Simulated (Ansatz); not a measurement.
Consider Ti in the hcp (Mg type) structure (space group P6_3/mmc, No. 194; a = 2.864 Å, c = 4.537 Å; relaxed with 0.1 eV smearing). Axes: x lies along a and z along c of the hexagonal cell.

All numbers come from LDA/PAW in Ansatz (a first-principles code), without spin-orbit coupling.

For the base:

Pressure: 0.0 GPa
Shortest interatomic distance: 2.807 Å
Band gap: zero

It is then changed as follows: the cell is stretched by 1.00 % along z with no lateral relaxation, atoms relaxed at fixed cell.

What does the calculation give for the pressure after the change?

The pressure (mean of the normal stresses, compression positive) goes from zero to -1.3 GPa.

How does this affect the energy relative to the base?

The energy goes up by 1.0 meV/atom.

What does the calculation give for the shortest interatomic distance after the change?

The shortest interatomic distance grows by 0.0184 Å to 2.826 Å.

How does this affect the band gap?

The band gap is still zero.

The cells carry an imposed strain or load. Stability against distortions was not tested. All final runs are without spin polarisation.
